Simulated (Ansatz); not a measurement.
Base system: CdS in the zinc blende structure (space group F-43m, No. 216; a = 5.824 Å).

Now apply this change: full substitution Cd → Zn; the structure is relaxed again.

Levels (all Ansatz, a first-principles code, PAW): PBEsol (420 eV, no spin-orbit coupling); r2SCAN (500 eV, spin-orbit coupling left out); HSE06 (420 eV, no spin-orbit coupling).

At the geometry relaxed with PBEsol, these levels gave the following band gaps, in shuffled order: (a) 2.79 eV, (b) 3.46 eV, (c) 2.09 eV.

Q: Match each gap to its level.

A: (a) r2SCAN; (b) HSE06; (c) PBEsol.

Single points use the geometry relaxed with PBEsol. Whether these cells are dynamically stable was not tested.
